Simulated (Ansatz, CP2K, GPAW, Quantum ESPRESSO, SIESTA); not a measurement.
# Li₃YSb₂ (P1, 6 atoms in the cell) computed with different codes at matched settings

Self-consistent single point, at a second geometry (atoms moved at random). First geometry:

```yaml
crystal:
  lattice:
    - [4.53148, 0.00000, 0.00000]
    - [-2.26574, 3.92438, 0.00000]
    - [0.00000, 0.00000, 7.18739]
  atoms:
    - { symbol: Li, position: [0.33333, 0.66667, 0.65101] }
    - { symbol: Li, position: [0.66667, 0.33333, 0.34899] }
    - { symbol: Li, position: [0.00000, 0.00000, 0.50000] }
    - { symbol: Y, position: [0.00000, 0.00000, 0.00000] }
    - { symbol: Sb, position: [0.33333, 0.66667, 0.24925] }
    - { symbol: Sb, position: [0.66667, 0.33333, 0.75075] }
```

Second geometry:
```xyz
6
Lattice="4.5315 0.0000 0.0000 -2.2657 3.9244 0.0000 0.0000 0.0000 7.1874" Properties=species:S:1:pos:R:3 pbc="T T T"
Li    -0.0178     2.5748     4.6021
Li     2.2860     1.2727     2.4906
Li     0.0265     0.0397     3.5949
Y     -0.0461     0.0189     0.0277
Sb    -0.0193     2.6250     1.8585
Sb     2.3022     1.3176     5.3947
```

Shared settings, as Ansatz (a quantum-chemistry and plane-wave program) writes them: kpoints.mp_grid.grid = 6 6 3; scf.occupations.method = fermi_dirac; scf.occupations.width = 0.136 eV. Potentials and cutoffs stand in the table.

```tsv
code	model	ΔF from the first geometry (meV/atom)	pressure (GPa)	largest force (eV/Å)	cutoff
CP2K	PBEsol, GPW, DZVP-MOLOPT-SR-GTH basis, GTH-PBE potentials (GTH_POTENTIALS)	10.0	-0.58	0.520	grid 500 Ry
SIESTA	GGA PBEsol, numerical atomic orbitals DZP, PseudoDojo PBEsol standard norm-conserving potentials (rewritten from UPF to PSML)	10.2	-1.58	0.540	grid 400 Ry
GPAW	PBEsol, GPAW PAW datasets PBEsol (made by gpaw-setup)	9.1	-1.74	0.480	600 eV
Quantum ESPRESSO	PBEsol, PseudoDojo standard norm-conserving (PBESOL) pseudopotentials	8.9	-1.72	0.464	80 Ry
Ansatz	PBEsol, PAW files made with PBE	8.9	-1.68	0.464	default
```

Size of the force on each atom (eV/Å): Sizes of forces hide their directions.

| code | Li1 | Li2 | Li3 | Y4 | Sb5 | Sb6 |
|---|---|---|---|---|---|---|
| CP2K | 0.385 | 0.241 | 0.154 | 0.250 | 0.520 | 0.411 |
| SIESTA | 0.390 | 0.228 | 0.153 | 0.228 | 0.540 | 0.416 |
| GPAW | 0.357 | 0.221 | 0.128 | 0.223 | 0.480 | 0.384 |
| Quantum ESPRESSO | 0.356 | 0.220 | 0.127 | 0.224 | 0.464 | 0.375 |
| Ansatz | 0.356 | 0.219 | 0.127 | 0.224 | 0.464 | 0.375 |

On Ansatz's run: spin-orbit coupling is off.

The spread over the programs that give each value: ΔF from the first geometry within 1.3 meV/atom; pressure within 1.16 GPa; largest force within 0.076 eV/Å.

CP2K and SIESTA use small atom-centred bases, whose incompleteness enters pressures, forces and empty levels differently from a plane-wave cutoff. Ansatz's pressure is given at a fixed set of plane waves, as the other plane-wave codes print theirs. In the pressure, CP2K (by 1.15) lies more than 1 GPa from the median of the plane-wave programs.

The starting cell comes from a database of computed structures (which also holds hypothetical and non-ambient phases and stackings), without a prior relaxation at this level. For this run, on top of that: atoms moved at random.

Keys are those of Ansatz 0.2.
